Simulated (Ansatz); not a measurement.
## Rock-salt LaSe

Level of theory: PBEsol in Ansatz (PAW).

Numerical settings: plane-wave cutoff 500 eV, 12×12×12 k mesh, Fermi–Dirac smearing 0.05 eV, scalar-relativistic PAW data made under PBE.

Cell: relaxed at this level.

```yaml
equilibrium_volume_per_atom: 27.25 Å³/atom
lattice_parameter_a: 6.019 Å
band_gap: zero (no gap)
```

Spin–orbit coupling is not included.

The computed numbers hold no vibrational or temperature effects.

Ansatz is a quantum-chemistry and plane-wave program.
